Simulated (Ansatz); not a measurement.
Take ZnF$_{2}$ in the rutile structure (space group P4_2/mnm, No. 136) as the base.

Space group P4₂/mnm (No. 136); a = b = 4.801 Å, c = 3.175 Å, α = β = γ = 90.00°

```json
[
 {"atom": "Zn", "site": "2a", "symmetry": "m.mm", "x": "0.0000", "y": "0.0000", "z": "0.0000"},
 {"atom": "F", "site": "4f", "symmetry": "m.2m", "x": "0.3044", "y": "0.3044", "z": "0.0000"}
]
```

Level of theory: PBE (Ansatz, an electronic-structure program, PAW, spin-orbit coupling left out).

One change was made to it. Results:

| quantity | base | after |
|---|---|---|
| volume per atom | 12.20 Å³ | 10.04 Å³ |
| electron mass | 0.41 mₑ along c, 0.45 mₑ across (at Γ) | 0.42 mₑ along c, 0.45 mₑ across (at Γ) |
| c/a ratio | 0.661 | 0.694 |

Problem. Which of these changes matches the shifts?
A) pressure 2.1 GPa
B) pressure −1 GPa
C) pressure −2 GPa
D) pressure 30 GPa
E) pressure 9 GPa

Solution. D, pressure 30 GPa. For comparison, the electron mass in the other runs: pressure −2 GPa gives 0.41 mₑ along c, 0.45 mₑ across (at Γ); pressure −1 GPa gives 0.41 mₑ along c, 0.45 mₑ across (at Γ); pressure 9 GPa gives 0.41 mₑ along c, 0.45 mₑ across (at Γ); pressure 2.1 GPa gives 0.41 mₑ along c, 0.45 mₑ across (at Γ).

The levels and masses belong to the bands next to the band gap. Load acts through the strain it causes; cell and atoms are relaxed under it. Effective masses come from finite differences of ±0.01 Å⁻¹. Whether these cells are dynamically stable was not tested. No other phases were tried under pressure.
